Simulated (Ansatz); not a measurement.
**Sensitivity of a calculation on GeBr2 (P4_2/mnm, 6 atoms in the cell) to its settings**

```xyz
6
Lattice="6.8174 0.0000 0.0000 0.0000 6.8174 0.0000 0.0000 0.0000 4.1736" Properties=species:S:1:pos:R:3 pbc="T T T"
Ge     0.0000     0.0000     0.0000
Ge     3.4087     3.4087     2.0868
Br     2.0289     2.0289     0.0000
Br     4.7885     4.7885     0.0000
Br     1.3798     5.4377     2.0868
Br     5.4377     1.3798     2.0868
```

Base run A: HSE06, default PAW files made with PBE in Ansatz (an electronic-structure program), self-consistent single point.

Its settings: basis.ecutwfc = 420 eV; kpoints.mp_grid.grid = 2 2 3; hamiltonian.xc = hse06; hamiltonian.pseudopotentials = {kind: paw} (the program's default PAW files); scf.occupations.method = fermi_dirac; scf.occupations.width = 0.01 eV.

The starting cell comes from a database of computed structures (which also holds hypothetical and non-ambient phases and stackings), without a prior relaxation at this level. Its lattice was rescaled by a random factor within 2.5 % of one. Ansatz's pressure includes its estimate of the finite-basis (Pulay) stress. Another mesh or the band path of this cell gives a smaller gap, so this value is not converged in the mesh.

ΔF is the free energy per atom less that of run A. A dash stands where there is no value to compare (another energy zero or no entropy term, no result, no spin, no clean gap, or a mesh too coarse for one). Absolute energies have different zeros for different potentials, functionals, Hubbard and dispersion terms and are not compared across them.

Run A gave: pressure (GPa) -1.57; largest force (eV/Å) 0.164; gap on the mesh (eV) 2.642.

Runs:
- B: hamiltonian.xc: hse06 → pbesol [PBEsol]
- C: hamiltonian.xc: hse06 → pbe0 [PBE0]
- D: scf.convergence.dr2_threshold: default (1e-07 eV) → 1e-06 eV
- E: scf.mixing.preconditioner: default (the program chose none) → local_kerker
- F: scf.mixing.algorithm: default (the program chose MSR1) → broyden
- G: scf.mixing.algorithm: default (the program chose MSR1) → anderson; scf.mixing.beta: default → 0.2

Task: What does run B change against A?

Result: The pressure goes from -1.57 to -2.72 GPa, the largest force goes from 0.164 to 0.184 eV/Å and the gap on the mesh goes from 2.642 to 1.907 eV.

Task: What does run C change against A?

Result: The pressure hardly changes (-1.57 to -1.58 GPa), the largest force hardly changes (0.164 to 0.166 eV/Å) and the gap on the mesh goes from 2.642 to 3.310 eV.

| run | ΔF (meV/atom) | pressure (GPa) | largest force (eV/Å) | gap on the mesh (eV) |
|---|---|---|---|---|
| A | 0.00 | -1.57 | 0.164 | 2.642 |
| B | – | -2.72 | 0.184 | 1.907 |
| C | – | -1.58 | 0.166 | 3.310 |
| D | 0.00 | -1.57 | 0.164 | 2.642 |
| E | 0.00 | -1.57 | 0.164 | 2.642 |
| F | 0.00 | -1.57 | 0.164 | 2.642 |
| G | 0.00 | -1.57 | 0.164 | 2.642 |

Keys are those of Ansatz 0.2.
